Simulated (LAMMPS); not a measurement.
Atomistic model of a symmetric tilt boundary about [001] in Si (diamond structure), boundary plane (310) of one grain on (3-10) of the other.

Level of theory: classical force field (static), pair style tersoff, file SiC_Erhart-Albe.tersoff (LAMMPS).

```json
{
 "boundary energy (lowest found)": "0.872 J/m²",
 "excess_volume": "0.14 Å",
 "Σ": "5",
 "rotation_about_the_axis": "36.87 °",
 "disorientation (full cubic symmetry)": "36.87 °",
 "largest_excess_energy_of_an_atom": "0.24 eV",
 "lattice constant at 0 K": "5.429 Å",
 "cost": "about 90 core-seconds (a rough figure)"
}
```

Potential: file SiC_Erhart-Albe.tersoff of the LAMMPS distribution; its header cites Erhart and Albe, Phys Rev B, 71, 035211 (2005).
